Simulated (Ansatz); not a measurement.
The parent structure is ZnS in the zinc blende structure (space group F-43m, No. 216).

```xyz
2
Lattice="0.0000 2.6484 2.6484 2.6484 0.0000 2.6484 2.6484 2.6484 0.0000" Properties=species:S:1:pos:R:3 pbc="T T T"
Zn     0.0000     0.0000     0.0000
S      3.9726     3.9726     3.9726
```

Cartesian axes are those of the cell as printed.

Computed with Ansatz (a program for electronic structure) LDA, without spin-orbit coupling.

One thing is altered: uniaxial strain ε_zz = −2.00 %, all other strain components held at zero; the atoms relax in the strained cell.

Question: Predict the stress tensor and what it implies for the stiffness.

Answer: Stress of the strained cell less that of the base (GPa, compression positive):
```
   1.53    0.00    0.00
   0.00    1.53    0.00
   0.00    0.00    2.39
```

Then −Δσ_ii/ε with ε = -0.0200 gives secant stiffness values (nonlinear terms included at this strain): C33 ≈ 119 GPa, C13 ≈ 76 GPa and C23 ≈ 76 GPa.

No phonon test of stability was made.
